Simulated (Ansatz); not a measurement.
Ta2O5 (I4/mmm, No. 139, 7 atoms in the cell; start mp-1218001) was calculated with r²SCAN+rVV10 in Ansatz (plane waves, PAW).

Settings: plane-wave cutoff 560 eV, 10×10×10 k mesh, Fermi–Dirac smearing 0.01 eV, scalar-relativistic PAW data made under PBE.

Cell (relaxed at this level):

```cif
data_O5Ta2
_chemical_formula_sum 'Ta2 O5'
_space_group_name_H-M_alt 'P 1'
_space_group_IT_number 1
_cell_length_a 6.03674
_cell_length_b 6.03674
_cell_length_c 6.03674
_cell_angle_alpha 128.523
_cell_angle_beta 128.523
_cell_angle_gamma 75.779
loop_
_space_group_symop_operation_xyz
  'x, y, z'
loop_
_atom_site_label
_atom_site_type_symbol
_atom_site_fract_x
_atom_site_fract_y
_atom_site_fract_z
_atom_site_occupancy
Ta1 Ta 0.19741 0.19741 0.00000 1
Ta2 Ta 0.80259 0.80259 0.00000 1
O1 O 0.00000 0.00000 0.00000 1
O2 O 0.50000 0.00000 0.00000 1
O3 O 0.00000 0.00000 0.50000 1
O4 O 0.00000 0.50000 0.00000 1
O5 O 0.50000 0.50000 0.50000 1
```

Question: What does this level give for the band gap?

Answer: 
- band gap: 2.15 eV

Spin–orbit coupling is not included.

Static lattice: no zero-point or thermal effects.

A start named mp-… is a Materials Project structure, which need not be a measured phase.

Ansatz is a quantum-chemistry and plane-wave program.
